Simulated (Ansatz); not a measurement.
**Rh: response to strain**

Take Rh in the fcc (Cu type) structure (space group Fm-3m, No. 225; a = 3.802 Å; relaxed with 0.1 eV smearing) as the base. Axes: x, y, z lie along the cube axes.

Strains are applied to the cell and any free atomic positions relax; under biaxial strain the out-of-plane vector relaxes too.

Level of theory: Kohn–Sham DFT with the r2SCAN functional, run in Ansatz (a quantum-chemistry and plane-wave program) with PAW and 500 eV plane waves, scalar-relativistic without spin-orbit coupling.

```json
[
 {"biaxial strain, plane normal [001], relaxed out of plane (%)": "-3", "out-of-plane strain (%)": "2.79"},
 {"biaxial strain, plane normal [001], relaxed out of plane (%)": "-2.5", "out-of-plane strain (%)": "2.30"},
 {"biaxial strain, plane normal [001], relaxed out of plane (%)": "-2", "out-of-plane strain (%)": "1.83"},
 {"biaxial strain, plane normal [001], relaxed out of plane (%)": "-1.5", "out-of-plane strain (%)": "1.36"},
 {"biaxial strain, plane normal [001], relaxed out of plane (%)": "-1", "out-of-plane strain (%)": "?"},
 {"biaxial strain, plane normal [001], relaxed out of plane (%)": "-0.5", "out-of-plane strain (%)": "0.45"},
 {"biaxial strain, plane normal [001], relaxed out of plane (%)": "0", "out-of-plane strain (%)": "0.00"}
]
```

Task: Fit ε⊥ = −νε + γε² (strains in %) to the rows shown and predict the withheld row.

Result: Least squares on the printed values gives ν = 0.89 (the biaxial Poisson response) and γ = 0.015 (largest residual 0.00 %); this predicts 0.90 %, and the run gives 0.90 %, in agreement.

Stability against distortions was not tested. All final runs are without spin polarisation.
